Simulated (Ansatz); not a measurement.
Electronic density of states of amorphous silicon carbide (Si₂₄C₄₀), density 2.99 g/cm³, on a 2×2×2 Γ-centred mesh with a Gaussian width of 0.1 eV; energies count from the Fermi level, whose place inside the gap is arbitrary. Cell and mesh are small, so fine structure isn't converged. The numbers are results of PBE, scalar-relativistic without spin-orbit coupling (plane waves to 420 eV, PAW; Ansatz, a program for electronic structure), not measurements. Sampling: a 2×2×2 Γ-centred mesh; Fermi-Dirac width 0.05 eV; no spin polarisation. At PBE the levels at the empty edge of the gap are localised (band-tail or defect states). So small a spacing is near the smearing width and the bands' dispersion over the mesh, so it is a value of this cell and mesh.

A CHGNet melt-quench gave the starting glass, which DFT then relaxed. The hot cell started wider than the set density and was brought back towards it in steps. It is the lowest in DFT energy of 2 quenches. It is a model cell: composition and starting density were chosen by hand, and all elements were melted together. No dispersion term was used. A short ab initio anneal came between quench and relaxation. Its density started from a set value of 3.09 and ended at 2.99 g/cm³. The simulated quench (nominally 2100 K/ps over its main leg) is rapid and tends to freeze in more defects than a deposited or slowly cooled glass has. One small periodic cell is one sample of the glass; other quenches scatter about these values. The volume was held where the preparation left it and the shape relaxed, at a PBE pressure of 6.5 GPa. Stress components on the final sampling reach 7.0 GPa. On a 2×2×2 Γ-centred mesh force components of up to 0.22 eV/Å stay, since the relaxation ran on one k-point at (1/4, 1/4, 1/4).

(E - EF (eV), states/(eV atom)): (-12.00, 0.14); (-11.90, 0.13); (-11.80, 0.14); (-11.70, 0.17); (-11.60, 0.18); (-11.50, 0.17); (-11.40, 0.17); (-11.30, 0.14); (-11.20, 0.15); (-11.10, 0.15); (-11.00, 0.12); (-10.90, 0.17); (-10.80, 0.20); (-10.70, 0.18); (-10.60, 0.19); (-10.50, 0.20); (-10.40, 0.23); (-10.30, 0.21); (-10.20, 0.20); (-10.10, 0.21); (-10.00, 0.24); (-9.90, 0.23); (-9.80, 0.21); (-9.70, 0.16); (-9.60, 0.18); (-9.50, 0.26); (-9.40, 0.28); (-9.30, 0.26); (-9.20, 0.22); (-9.10, 0.23); (-9.00, 0.24); (-8.90, 0.25); (-8.80, 0.25); (-8.70, 0.24); (-8.60, 0.24); (-8.50, 0.23); (-8.40, 0.25); (-8.30, 0.27); (-8.20, 0.30); (-8.10, 0.27); (-8.00, 0.24); (-7.90, 0.26); (-7.80, 0.29); (-7.70, 0.30); (-7.60, 0.30); (-7.50, 0.27); (-7.40, 0.28); (-7.30, 0.29); (-7.20, 0.28); (-7.10, 0.29); (-7.00, 0.33); (-6.90, 0.34); (-6.80, 0.35); (-6.70, 0.35); (-6.60, 0.32); (-6.50, 0.29); (-6.40, 0.30); (-6.30, 0.35); (-6.20, 0.35); (-6.10, 0.29); (-6.00, 0.27); (-5.90, 0.34); (-5.80, 0.33); (-5.70, 0.34); (-5.60, 0.38); (-5.50, 0.38); (-5.40, 0.37); (-5.30, 0.35); (-5.20, 0.36); (-5.10, 0.36); (-5.00, 0.31); (-4.90, 0.29); (-4.80, 0.32); (-4.70, 0.34); (-4.60, 0.34); (-4.50, 0.36); (-4.40, 0.34); (-4.30, 0.35); (-4.20, 0.36); (-4.10, 0.37); (-4.00, 0.37); (-3.90, 0.38); (-3.80, 0.34); (-3.70, 0.34); (-3.60, 0.39); (-3.50, 0.39); (-3.40, 0.38); (-3.30, 0.33); (-3.20, 0.33); (-3.10, 0.32); (-3.00, 0.35); (-2.90, 0.34); (-2.80, 0.33); (-2.70, 0.30); (-2.60, 0.31); (-2.50, 0.35); (-2.40, 0.32); (-2.30, 0.27); (-2.20, 0.29); (-2.10, 0.29); (-2.00, 0.31); (-1.90, 0.26); (-1.80, 0.24); (-1.70, 0.24); (-1.60, 0.21); (-1.50, 0.19); (-1.40, 0.16); (-1.30, 0.16); (-1.20, 0.15); (-1.10, 0.15); (-1.00, 0.16); (-0.90, 0.18); (-0.80, 0.17); (-0.70, 0.14); (-0.60, 0.15); (-0.50, 0.18); (-0.40, 0.13); (-0.30, 0.11); (-0.20, 0.10); (-0.10, 0.04); (0.00, 0.03); (0.10, 0.09); (0.20, 0.18); (0.30, 0.24); (0.40, 0.18); (0.50, 0.11); (0.60, 0.14); (0.70, 0.18); (0.80, 0.17); (0.90, 0.17); (1.00, 0.11); (1.10, 0.14); (1.20, 0.18); (1.30, 0.20); (1.40, 0.18); (1.50, 0.17); (1.60, 0.23); (1.70, 0.25); (1.80, 0.25); (1.90, 0.24); (2.00, 0.23); (2.10, 0.21); (2.20, 0.22); (2.30, 0.21); (2.40, 0.23); (2.50, 0.24); (2.60, 0.29); (2.70, 0.35); (2.80, 0.29); (2.90, 0.25); (3.00, 0.27); (3.10, 0.30)

The level gap on this mesh is 0.18 eV; the broadening fills part of it in the curve.
